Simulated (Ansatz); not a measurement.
Worked sum: formation energy of WSi2 (I4/mmm) from the elements

Subject: the formation energy of WSi2 (I4/mmm) from the elements. Reaction: 2 Si (diamond) + W (bcc) → WSi2 (I4/mmm). The sign is products less reactants. The value is per atom of the solid.

WSi2 (I4/mmm), 3 atoms in the cell; spin state with PBE: run without spin. Conventional cell: a = b = 3.229 Å, c = 7.869 Å, α = β = γ = 90.00°.

Method: Ansatz (a quantum-chemistry and plane-wave program), PAW, neutral cells at 0 K with nuclei at rest, on structures from PBE. Ansatz runs with its default PAW set. A dispersion term (D3(BJ), or D4 for r2SCAN) was computed beside these levels and is taken off wherever the name lacks it. The runs are scalar-relativistic, without spin-orbit coupling.

Total energies of the cells in eV, at zero smearing width. They compare only within one column; the weights balance every element.

| cell | atoms | weight | PBE |
|---|---|---|---|
| WSi2 (I4/mmm) | 3 | +1 | -11657.46077 |
| Si (diamond) | 2 | −1 | -1271.61962 |
| W (bcc) | 1 | −1 | -10384.82305 |

PBE: (-11657.46077) − (-1271.61962) − (-10384.82305) = -1.018 eV; dividing by 3 atoms gives -0.34 eV/atom.

What follows from the PBE value: A formula unit of WSi2 has 3 atoms, so it forms with -0.3394 × 3 = -1.018 eV, or -98.2 kJ/mol at 96.485 kJ/mol per eV.
